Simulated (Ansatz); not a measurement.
Sn (model structure, started from the Ge type, P4₃2₁2, No. 96, 12 atoms in the cell), treated with r²SCAN in Ansatz (plane waves, PAW).

Run with plane-wave cutoff 560 eV, 6×6×4 k mesh (along the axes of the cell as run), Fermi–Dirac smearing 0.01 eV, scalar-relativistic PAW data made under PBE.

Cell (relaxed at this level):

```cif
data_Sn12
_chemical_formula_sum 'Sn12'
_space_group_name_H-M_alt 'P 1'
_space_group_IT_number 1
_cell_length_a 6.84112
_cell_length_b 6.84112
_cell_length_c 7.98318
_cell_angle_alpha 90.000
_cell_angle_beta 90.000
_cell_angle_gamma 90.000
loop_
_space_group_symop_operation_xyz
  'x, y, z'
loop_
_atom_site_label
_atom_site_type_symbol
_atom_site_fract_x
_atom_site_fract_y
_atom_site_fract_z
_atom_site_occupancy
Sn1 Sn 0.09132 0.09132 0.00000 1
Sn2 Sn 0.40868 0.59132 0.75000 1
Sn3 Sn 0.90868 0.90868 0.50000 1
Sn4 Sn 0.59132 0.40868 0.25000 1
Sn5 Sn 0.17362 0.36878 0.26216 1
Sn6 Sn 0.13122 0.67362 0.01216 1
Sn7 Sn 0.82638 0.63122 0.76216 1
Sn8 Sn 0.86878 0.32638 0.51216 1
Sn9 Sn 0.67362 0.13122 0.98784 1
Sn10 Sn 0.63122 0.82638 0.23784 1
Sn11 Sn 0.32638 0.86878 0.48784 1
Sn12 Sn 0.36878 0.17362 0.73784 1
```

Predict the band gap and Γ–Γ gap.


- band gap: 0.42 eV
- Γ–Γ gap: 1.65 eV

Note: the relaxation could raise the start's symmetry but not lower it, so the cell can be a saddle point.

Spin–orbit coupling is not included.

Computed values are for the static lattice.

A model structure was made by putting elements into a prototype or built by hand; it is no filed structure, need not be a known phase, and can be a saddle point held by its symmetry.

Ansatz is a quantum-chemistry and plane-wave program.
